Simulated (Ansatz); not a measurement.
Base system: Rb in the bcc (W type) structure (space group Im-3m, No. 229; a = 5.749 Å).

Level of theory: r2SCAN (Ansatz, a quantum-chemistry and plane-wave program, PAW, spin-orbit coupling left out), earlier PAW set.

Base values:

```
Item                Value
---------------  --------
Volume per atom  95.00 Å³
```

It is then changed as follows: every Rb is replaced by Li, then cell and atoms are relaxed.

Tabulated Pauling electronegativity and covalent radius: Rb 0.82, 2.20 Å; Li 0.98, 1.28 Å.

Task: Predict the new volume per atom.

Result: The volume per atom shrinks by 74.01 Å³, from 95.00 Å³ to 20.99 Å³.

Stability against distortions was not tested.
